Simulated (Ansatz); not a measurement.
## The (221) surface of bcc Na in its 1x1 cell, outermost plane spacing 0.70 Å in the ideal cut

Calculation: r2SCAN, at the PBE geometry (plane waves to 500 eV, PAW; Ansatz, a first-principles code).

Set-up: 15 atoms, 9.8 Å thick at the start (thin: gaps and levels are the slab's own); mesh 7x5x1; 0.1 eV smearing; dipole correction on; single point; on the structure that PBE left under its start's symmetry; no spin, no spin-orbit, no U.

```json
{
  "surface energy (mean of both faces)": "0.27 J/m^2",
  "work_function_of_the_top_face": "2.68 eV",
  "cost": "very roughly 7 core-minutes"
}
```
